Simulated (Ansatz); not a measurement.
# The (21-32) surface of hcp Sc in its 1x1 cell, outermost plane spacing 0.33 Å in the ideal cut

Method: r2SCAN, at the PBE geometry (plane waves to 500 eV, PAW; Ansatz, a quantum-chemistry and plane-wave program).

Set-up: 22 atoms, 10.4 Å thick at the start (thin: gaps and levels are the slab's own); mesh 7x5x1; 0.1 eV smearing; dipole correction on; single point; on the structure that PBE left under its start's symmetry; no spin, no spin-orbit, no U.

```yaml
surface energy (mean of both faces): 1.45 J/m²
work_function_of_the_top_face: 3.18 eV
cost: around 16 core-minutes (rough)
```
